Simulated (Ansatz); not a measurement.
For CuI (P-3m1, No. 164; start mp-570081; another space group than a measured phase of this formula), LDA (plane waves, PAW; Ansatz, an electronic-structure program) gives:

- equilibrium lattice constant a: 4.008 Å
- c axis length: 7.015 Å
- band gap: 1.57 eV

Problem. What does r²SCAN+rVV10 in Ansatz (plane waves, PAW) give for the same quantities?

Solution. 
- lattice constant a: 4.094 Å (grows by 2.1 %)
- lattice parameter c: 7.213 Å (increases by 2.8 %)
- band gap: 2.09 eV (increases by 0.52 eV)

Changes are worked out from the printed values.

Unless a cell is named, each level is at its own relaxed cell (LDA 24.39, r²SCAN+rVV10 26.18 Å³/atom).

Levels without +SOC have no spin–orbit coupling; where heavier elements are present it shifts gaps, mostly down, and can invert bands. Density-functional gaps are differences of (generalised) Kohn–Sham levels.

Caveats: the relaxation could not lower the start's symmetry, so the cell can be a saddle point above a distorted one (LDA, r²SCAN+rVV10). Ansatz's density-functional and Hartree–Fock values are scalar-relativistic unless marked +SOC, with PAW data made under PBE.

A start named mp-… is a Materials Project structure, which can be a computed phase never made.
